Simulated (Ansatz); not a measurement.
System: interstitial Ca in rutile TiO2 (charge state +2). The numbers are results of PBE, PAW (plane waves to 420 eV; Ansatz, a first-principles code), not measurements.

72-site cell at the relaxed PBE lattice, a 2×2×2 k-point mesh shifted by half a step, smearing 0.01 eV, spin-restricted, no finite-size correction. No zero-point or tunnelling terms. The charge state is imposed; whether it is stable for some Fermi level was not computed. Sites that were not tried may lie lower. The start lies 1.06 eV above the lowest site run (PBE).

The step: several atoms move together, Ca the farthest; the atom moves 1.49 Å along (0.00, 0.00, -0.50) of the unit cell; the moving atom starts with neighbours 4 O at 2.11, 2 O at 2.60, 2 O at 2.66 Å and ends with 4 O at 2.11, 2 O at 2.60, 2 O at 2.66 Å.

Predict the migration barrier of this step from PBE, PAW.

0.082 eV, the same both ways. At the saddle the moving atom has neighbours 2 O at 2.08, 2 O at 2.23, 2 O at 2.24 Å. The saddle point's order was not checked, and it lies on a symmetry element of the cell, where a band can be held.
